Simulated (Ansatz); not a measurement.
## What pressure 15 GPa does to PbS

The reference is PbS in the rock salt structure (space group Fm-3m, No. 225; a = 5.845 Å).

One thing is altered: a hydrostatic pressure of 15 GPa.

Level of theory: Ansatz (a program for electronic structure) LDA, no spin-orbit coupling. Γ-centred 10×10×10 mesh, Fermi–Dirac width 0.05 eV.

| quantity | base | changed | shift |
|---|---|---|---|
| density | 7.96 g/cm³ | 9.37 g/cm³ | +1.416 g/cm³ |
| lattice parameter a | 5.845 Å | 5.534 Å | -0.311 Å |
| shortest interatomic distance | 2.923 Å | 2.767 Å | -0.1553 Å |
| band gap (uncertain: the edges found look like a band crossing or inverted bands; the changed cell) | 0.06 eV | 0.20 eV | +0.14 eV |

Spin-orbit coupling, missing from the scalar runs, can matter with Pb. Load acts through the strain it causes; cell and atoms are relaxed under it. No phonon test of stability was made. Competing high-pressure phases were not computed. A zero or small gap of PbS can be the functional's error rather than a property of the material.
